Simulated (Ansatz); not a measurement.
The starting structures come from a database of crystals and need not be the phases stable at ambient conditions.

Tunnelling through a barrier is set by its complex band structure: the current falls as exp(−2κd) with the smallest κ.

Given:

```
K2PdCl4
1.0
    8.16030     0.00000     0.00000
    2.05631     7.89697     0.00000
    2.05631     1.58943     3.16629
K Pd Cl
2 1 4
Direct
  0.50000   0.00000   0.00000
  0.00000   0.50000   0.00000
  0.00000   0.00000   0.00000
  0.76778   0.23222   0.00000
  0.23222   0.76778   0.00000
  0.76778   0.76778   0.46444
  0.23222   0.23222   0.53556
```

Space group of this cell: P4/mmm. The cell is taken as given; by PBEsol its mean pressure is -0.9 GPa.

Transport runs along the normal of the first two printed cell vectors, the (111) plane of the conventional cell.

The gap is the functional's own. No spin-orbit coupling. Mid-gap values are interpolated on the energy grid.

### Question
State the band gap and the smallest decay constant κ at mid-gap according to PBEsol in Ansatz (a program for electronic structure).

### Answer
Gap 1.42 eV on a 10×10×10 mesh; κ = 0.456 1/Å, at (0.500, 0.500) of the in-plane reciprocal vectors. At the zone centre, at the nearest computed energy, the slowest state has κ = 0.46 1/Å.
